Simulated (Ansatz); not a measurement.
## What isotropic strain −1.50 % does to Al

The reference is Al in the fcc (Cu type) structure (space group Fm-3m, No. 225; a = 3.994 Å; relaxed with 0.1 eV smearing).

One thing is altered: every lattice vector is shortened by 1.50 %; the atoms relax in the strained cell.

Computed with r2SCAN (Ansatz, a program for electronic structure, PAW, no spin-orbit coupling). Settings: 28×28×28 k-points, 0.1 eV Fermi–Dirac smearing.

* **Volume per atom**: 15.22 Å³ (base 15.92 Å³)
* **Space group**: Fm-3m (No. 225) (base Fm-3m (No. 225))
* **Shortest interatomic distance**: 2.782 Å (base 2.824 Å)
* **Energy relative to the base (free energy F)**: +9.8 meV/atom
* **Pressure**: 4.6 GPa (base 0.0 GPa)
* **Band gap**: zero (base zero)

Cost of the whole job for the changed cell (relaxation, final SCF and bands): roughly 22 core-seconds.

Stability against distortions was not tested.
